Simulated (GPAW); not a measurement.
GPAW run on MoW (Cmm2, 2 atoms in the cell): self-consistent single point.

Computed with PBEsol, GPAW PAW datasets PBEsol (made by gpaw-setup) (plane waves; GPAW).

```
MoW
1.0
    1.57139    -2.22313     0.00000
    1.57139     2.22313     0.00000
    0.00000     0.00000     4.46416
Mo W
1 1
Direct
  0.00000   0.00000   0.01120
  0.50000   0.50000   0.50000
```

Reference input (self-consistent single point, DFT PBEsol, plane waves, GPAW PAW datasets PBEsol (made by gpaw-setup)): mode = pw; ecut = 600 eV; xc = PBEsol; kpts = 6 6 4; mesh shift (steps) = 0 0 0; occupations.name = fermi-dirac; occupations.width = 0.1 eV; nbands = -6; symmetry.symmorphic = false; symmetry.tolerance = 0.0005; maxiter = 150. This run's input differs from it in these lines:

```diff
@@ -16,3 +16,3 @@
             occupations=FermiDirac(0.1),
-            nbands=-6,
+            nbands=-1,
             symmetry={'symmorphic': False, 'tolerance': 0.0005},
```

Output (repeated stretches shortened):

```
     iter     time        total  log10-change:
                         energy   eigst   dens
iter:   1 --:--:--   -26.098021
iter:   2 --:--:--   -25.647212   -0.53  -1.20
iter:   3 --:--:--   -24.817489   -0.17  -1.24
iter:   4 --:--:--   -24.717788   -0.57  -1.39
iter:   5 --:--:--   -24.643453   -0.63  -1.53
iter:   6 --:--:--   -24.732371   -0.69  -1.85
iter:   7 --:--:--   -24.801743   -0.97  -1.86
iter:   8 --:--:--   -24.544181   -1.02  -1.76
iter:   9 --:--:--   -24.517976   -1.79  -2.04
iter:  10 --:--:--   -24.520721   -2.57  -2.71
iter:  11 --:--:--   -24.522162c  -2.44  -2.82
iter:  12 --:--:--   -24.521734c  -3.02  -2.84
   [... lines left out ...]
iter: 150 --:--:--   -24.535675c  -6.87  -6.76c

Did not converge!

Here are some tips:

1) Make sure the geometry and spin-state is physically sound.
2) Use less aggressive density mixing.
3) Solve the eigenvalue problem more accurately at each scf-step.
4) Use a smoother distribution function for the occupation numbers.
5) Try adding more empty states.
6) Use enough k-points.
7) Don't let your structure optimization algorithm take too large steps.
8) Solve the Poisson equation more accurately.
9) Better initial guess for the wave functions.

See details here:

    https://gpaw.readthedocs.io/documentation/convergence.html
Traceback (most recent call last):
   [... frames left out ...]
gpaw.KohnShamConvergenceError: Did not converge!  See text output for help.
```

The run ended unconverged after 150 iterations. 

The starting cell comes from a database of computed structures (which also holds hypothetical and non-ambient phases and stackings), without a prior relaxation at this level. Its lattice was rescaled by up to half a per cent. One atom was moved a little off its site on purpose.

Cost on one core of a shared machine: roughly 2 min.
